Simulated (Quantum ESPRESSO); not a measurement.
A working Quantum ESPRESSO input for InAsPd5 (P4/mmm, 7 atoms in the cell) (DFT, PBEsol, plane waves, GBRV 1.5 ultrasoft (PBESOL) pseudopotentials):

```fortran
&control
  calculation = 'scf'
  prefix = 'run'
  outdir = './tmp'
  pseudo_dir = './'
  tprnfor = .true.
  tstress = .true.
/
&system
  ibrav = 0
  nat = 7
  ntyp = 3
  ecutwfc = 40
  ecutrho = 320
  occupations = 'smearing'
  smearing = 'cold'
  degauss = 0.019992
/
&electrons
  conv_thr = 1e-10
/
ATOMIC_SPECIES
In   114.8180  in_pbesol_v1.4.uspp.F.UPF
As    74.9216  as_pbesol_v1.uspp.F.UPF
Pd   106.4200  pd_pbesol_v1.4.uspp.F.UPF
ATOMIC_POSITIONS bohr
In    3.83029816    3.83029816    0.00000000
As    0.00000000    0.00000000    6.70827168
Pd    0.00000000    3.83029816    3.87349024
Pd    0.00000000    3.83029816    9.54305313
Pd    3.83029816    0.00000000    3.87349024
Pd    3.83029816    0.00000000    9.54305313
Pd    0.00000000    0.00000000    0.00000000
K_POINTS automatic
5 5 3  0 0 0
CELL_PARAMETERS angstrom
   4.05381300     0.00000000     0.00000000
   0.00000000     4.05381300     0.00000000
   0.00000000     0.00000000     7.09972900
```

The run converged in 14 iterations: free energy E − TS -15872.5979 eV; Fermi level (on the code's own zero) 15.45 eV; pressure -7.76 GPa; largest force (vector length) 0.060 eV/Å. Each of these slips is then made, one at a time:

(1)
```diff
+  electron_maxstep = 5
```

(2)
```diff
+  celldm(1) = 7.660596
```

Q: Predict the outcome of each change.

A: 
(1) An iteration limit that is too low. The run ended unconverged after 5 iterations.

(2) The cell or its scale given twice. The program stopped before any SCF iteration.
```
Error in routine cell_base_init (2):
lattice parameter specified twice
```

The starting cell comes from a database of computed structures (which also holds hypothetical and non-ambient phases and stackings), without a prior relaxation at this level. Its lattice was rescaled by a random factor within 2.5 % of one. Spin polarisation is off. In the base run, with a pressure of about -8 GPa the cell is away from its equilibrium volume at this level.

Left out of this page: 3 runs of the series outside the window shown, repeating another row's setting, or not comparable; 1 run of the series stopped by limits of time or memory.
